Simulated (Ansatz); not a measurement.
CdSe under a change: Li interstitial (started 2.48 Å from the nearest host atom), symmetric start

The parent structure is a 24-atom supercell of CdSe in the zinc blende structure (space group F-43m, No. 216; a = 6.0818 Å) at its relaxed geometry.

Perturbation: one Li atom is added in an open site, starting 2.48 Å from the nearest host atom, atoms relaxed at fixed cell.

Method: DFT with PBEsol, PAW potentials and a 420 eV plane-wave cutoff in Ansatz (an electronic-structure program), spin-orbit coupling left out. k-mesh 4×3×4 (Γ-centred); smearing 0.01 eV (Fermi–Dirac).

```yaml
gap_of_the_supercell: zero (base 0.48 eV)
total_moment_of_the_cell: 0.0 μB
largest_displacement_of_a_host_atom_from_its_site_in_the_perfect_cell: 0.10 Å
final_site_of_the_added_atom: 4 Se at 2.57–2.60 Å (tetrahedral)
```

The magnetic state is the one reached from the starting moments; the real material's order can differ, and small cells can't hold many antiferromagnetic ones. The cell is small, so the values are those of an ordered compound at a high defect concentration; dilute-limit values will differ. The mesh was chosen for an insulator and is coarse for the gapless case. The defect started on the symmetric site and kept its symmetry, so it may sit on a saddle. Starting moments died away, wholly or in part, for Li interstitial (started 2.48 Å from the nearest host atom); another magnetic solution may exist. The defect cell is spin-polarised and ends with 0.0 μB.
